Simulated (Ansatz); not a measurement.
## Ti₃Al (P-6m2, No. 187, 4 atoms in the cell; start mp-1217072; a measured phase of this formula has another space group)

The numbers are results of LDA in Ansatz (plane waves, PAW), not measurements.

Numerical settings: plane-wave cutoff 520 eV, 24×24×6 k mesh (along the axes of the cell as run), Fermi–Dirac smearing 0.05 eV, no spin polarisation, scalar-relativistic PAW data made under PBE.

Cell (relaxed at this level):

```xyz
4
Lattice="2.8607 0.0000 0.0000 -1.4304 2.4775 0.0000 0.0000 0.0000 9.0513" Properties=species:S:1:pos:R:3 pbc="T T T"
Ti     1.4304     0.8258     0.0000
Ti     0.0000     1.6516     6.8025
Ti     0.0000     1.6516     2.2488
Al     1.4304     0.8258     4.5257
```

```
Quantity          Result
---------------  -------
bulk modulus B0  121 GPa
```

Note: the run has no spin polarisation, so it can have missed a magnetic state; the bulk modulus is −V dP/dV from two relaxed cells at ±2 % in volume; the relaxation could not lower the start's symmetry, so the cell can be a saddle point above a distorted one.

A start named mp-… is a Materials Project structure, which need not be a measured phase.

Ansatz is a first-principles code.
